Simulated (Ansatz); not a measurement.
Li3OCl (Pm-3m, No. 221, 5 atoms in the cell; start mp-985585), treated with LDA in Ansatz (PAW).

Numerical settings: plane-wave cutoff 520 eV, 10×10×10 k mesh, Fermi–Dirac smearing 0.01 eV, scalar-relativistic PAW data made under PBE.

The cell is the one relaxed with PBEsol. Conventional cell: a = 3.8394 Å, b = 3.8394 Å, c = 3.8394 Å, α = 90.00°, β = 90.00°, γ = 90.00°.

```
CELL_PARAMETERS angstrom
      3.83939     0.00000     0.00000
      0.00000     3.83939     0.00000
      0.00000     0.00000     3.83939
ATOMIC_POSITIONS crystal
  Li 0.00000 0.50000 0.50000
  Li 0.50000 0.00000 0.50000
  Li 0.50000 0.50000 0.00000
  Cl 0.00000 0.00000 0.00000
  O  0.50000 0.50000 0.50000
```

**Question.** List the 11 lowest band energies at Γ above −25 eV (eV, relative to the valence band maximum), grouping those that round alike.

**Answer.** At Γ: -15.02, -14.04, -3.09 (×3), -0.55 (×3), 4.91, 6.88 (×2).

Note: cell and atoms aren't relaxed at this level (pressure -3.1 GPa).

A start named mp-… is a Materials Project structure, which need not be a measured phase.

Ansatz is a quantum-chemistry and plane-wave program.
